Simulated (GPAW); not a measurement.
A self-consistent single point of Ti (P1, 3 atoms in the cell) with GPAW.

Computed with LDA (Perdew-Wang 92), GPAW PAW datasets LDA (gpaw-data 1.0.1) (plane waves; GPAW).

```
Ti
1.0
    4.56737     0.00000     0.00000
   -2.28369     3.95546     0.00000
    0.00000     0.00000     2.82624
Ti
3
Direct
  0.00179   0.00843   0.02665
  0.31972   0.65167   0.49430
  0.67849   0.33990   0.47906
```

Reference input (self-consistent single point, DFT PBEsol, plane waves, GPAW PAW datasets PBEsol (made by gpaw-setup)): mode = pw; ecut = 850 eV; xc = PBEsol; kpts = 5 5 7; mesh shift (steps) = 0 0 0; occupations.name = fermi-dirac; occupations.width = 0.136 eV; nbands = -11; convergence.density = 1e-05 e/electron; symmetry.symmorphic = false; symmetry.tolerance = 0.0005; maxiter = 120. This run's input differs from it in these lines:

```diff
@@ -14,3 +14,3 @@
 calc = GPAW(mode=PW(850),
-            xc='PBEsol',
+            xc='LDA',
             kpts=(5, 5, 7),
```

Its files differ too (potentials: GPAW PAW datasets LDA (gpaw-data 1.0.1)).

The program printed (abridged):

```
     iter     time        total  log10-change:
                         energy   eigst   dens
iter:   1 --:--:--   -23.100280
iter:   2 --:--:--   -22.966521   -1.19  -1.39
iter:   3 --:--:--   -22.574004   -1.38  -1.41
iter:   4 --:--:--   -22.394258   -1.06  -1.55
iter:   5 --:--:--   -22.675660   -0.77  -1.91
iter:   6 --:--:--   -22.459855   -1.85  -1.79
iter:   7 --:--:--   -22.425573   -1.36  -2.06
iter:   8 --:--:--   -22.418061   -3.00  -2.50
iter:   9 --:--:--   -22.418284c  -3.88  -2.80
iter:  10 --:--:--   -22.418398c  -4.58  -2.77
iter:  11 --:--:--   -22.418226c  -4.59  -2.76
iter:  12 --:--:--   -22.417231c  -4.13  -2.77
iter:  13 --:--:--   -22.416376c  -3.96  -2.89
   [... 7 lines left out ...]
iter:  21 --:--:--   -22.415926c  -6.86  -4.17
iter:  22 --:--:--   -22.415935c  -7.31  -4.30
iter:  23 --:--:--   -22.415926c  -6.85  -4.41
iter:  24 --:--:--   -22.415940c  -6.92  -4.61
iter:  25 --:--:--   -22.415937c  -8.59c -4.84
iter:  26 --:--:--   -22.415926c  -7.15  -4.88
iter:  27 --:--:--   -22.415934c  -7.85c -5.01c
Converged after 27 iterations.

Dipole moment: (0.249833, -0.763951, -1.331385) |e|*Ang

Energy contributions relative to reference atoms: (reference = -69521.847178)

Kinetic:        +14.163862
Potential:      -13.045594
External:        +0.000000
XC:             -23.389135
Entropy (-ST):   -0.222935
Local:           -0.033599
SIC:             +0.000000
--------------------------
Free energy:    -22.527401
Extrapolated:   -22.415934

Showing only first 2 kpts
 Kpt  Band  Eigenvalues  Occupancy
  0    16      7.73406    1.96592
  0    17      7.77625    1.95381
  0    18      8.28738    0.99322
  0    19      8.93493    0.01674

  1    16      7.52544    1.99255
  1    17      7.56214    1.99025
  1    18      8.88659    0.02379
  1    19      9.27520    0.00138

Fermi level: 8.28554

No gap
No difference between direct/indirect transitions
Energy (eV): -22.415934

Forces in eV/Ang:
  0 Ti    0.05550   -0.15798   -0.54367
  1 Ti    0.19781    0.27738    0.22159
  2 Ti   -0.25326   -0.11959    0.32207

Stress tensor:
     0.045556    -0.000350     0.000711
    -0.000350     0.044306    -0.001445
     0.000711    -0.001445     0.041705
Stress (GPa, Voigt): [ 7.2989  7.0987  6.6819 -0.2314  0.114  -0.056 ]
```

The run converged in 27 iterations. GPAW prints stress with tension positive. Against the reference run the pressure goes from -2.68 to -7.03 GPa and the largest force goes from 0.625 to 0.569 eV/Å.

The starting cell comes from a database of computed structures (which also holds hypothetical and non-ambient phases and stackings), without a prior relaxation at this level. Its atoms were displaced at random from the sites of space group no. 191. Spin polarisation is off. With a pressure of about -7 GPa the cell is away from its equilibrium volume at this level.

Cost on one core of a shared machine: roughly 2 min.
